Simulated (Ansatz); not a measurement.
Where the default PAW files enter, the runs use the earlier of Ansatz's two default sets.

Inside the gap of an insulator the Bloch states are evanescent, with a wavenumber k + iκ along the transport direction.

Consider the following.

```yaml
crystal:
  lattice:
    - [2.98662, 0.00000, 0.00000]
    - [1.49331, 6.01743, 0.00000]
    - [0.00000, 1.35644, 5.53734]
  atoms:
    - { symbol: Ga, position: [0.34116, 0.31768, 0.68527] }
    - { symbol: Ga, position: [0.65884, 0.68232, 0.31473] }
    - { symbol: Ga, position: [0.90953, 0.18094, 0.20521] }
    - { symbol: Ga, position: [0.09047, 0.81906, 0.79479] }
    - { symbol: O, position: [0.50353, 0.99294, 0.74334] }
    - { symbol: O, position: [0.49647, 0.00706, 0.25666] }
    - { symbol: O, position: [0.82663, 0.34674, 0.43677] }
    - { symbol: O, position: [0.17337, 0.65326, 0.56323] }
    - { symbol: O, position: [0.16450, 0.67100, 0.10915] }
    - { symbol: O, position: [0.83550, 0.32900, 0.89085] }
```

Space group of this cell: C2/m. The cell is strained (all lengths scaled by 0.98); by r2SCAN its mean pressure is 12.7 GPa.

Transport runs along the normal of the first two printed cell vectors.

The gap is the functional's own, uncorrected, and κ follows it; spin-orbit coupling is left out. Mid-gap values are interpolated between the computed energies.

### Question
State the band gap and the smallest decay constant κ at mid-gap according to r2SCAN (Ansatz, a quantum-chemistry and plane-wave program).

### Answer
Gap 3.55 eV on a 10×10×6 mesh; κ = 0.258 1/Å, at the zone centre.
